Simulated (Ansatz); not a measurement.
**Pressure series in TiO2**

Consider TiO₂ in the anatase structure (space group I4_1/amd, No. 141; a = 3.7779 Å, c = 9.5838 Å).

Cell and atoms are relaxed at each pressure.

Computed with r2SCAN (Ansatz, a first-principles code, PAW, scalar-relativistic without spin-orbit coupling).

| P (GPa) | V (Å³/atom) |
|---|---|
| -2.00 | 11.521 |
| -1.00 | 11.459 |
| 1.80 | 11.292 |
| 4.21 | 11.155 |
| 9.01 | 10.896 |
| 18.00 | 10.454 |
| 30.00 | 9.938 |
| 45.00 | 9.401 |

Q: Fit a third-order Birch–Murnaghan equation of state.

A: Least squares on P(V) = (3B₀/2)[(V₀/V)^(7/3) − (V₀/V)^(5/3)]·[1 + (3/4)(B₀′ − 4)((V₀/V)^(2/3) − 1)] gives V₀ = 11.40 Å³/atom, B₀ = 190 GPa and B₀′ = 2.5.

Load acts through the strain it causes; cell and atoms are relaxed under it. Whether these cells are dynamically stable was not tested. No other phases were tried under pressure. The final runs are not spin-polarised.
